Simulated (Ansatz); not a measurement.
**Pd, response to strain**

Start from Pd in the fcc (Cu type) structure (space group Fm-3m, No. 225; a = 3.878 Å; relaxed with 0.1 eV smearing).

Strains are applied to the cell and any free atomic positions relax.

Method: PBEsol (Ansatz, an electronic-structure program, PAW, no SOC).

Notes on the quantities. energy relative to the base: free energy F.

```tsv
isotropic strain (%)	energy relative to the base (meV/atom)
-3	85.4
-2.5	58.0
-1.5	19.9
-1	8.7
-0.5	2.1
0	0.0
1	?
1.5	17.5
2	30.4
```

Problem. Fit ΔE = Aε² + Bε³ (ε in %) to the rows shown and predict the withheld row.

Solution. Least squares on the printed values gives A = 8.35 and B = -0.38 meV/atom (largest residual 0.2 meV/atom); this predicts 8.0 meV/atom, and the run gives 7.9 meV/atom, in agreement.

Whether these cells are dynamically stable was not tested. All final runs are without spin polarisation. Pd lies near a magnetic instability that expansion can trigger; it was not tested.
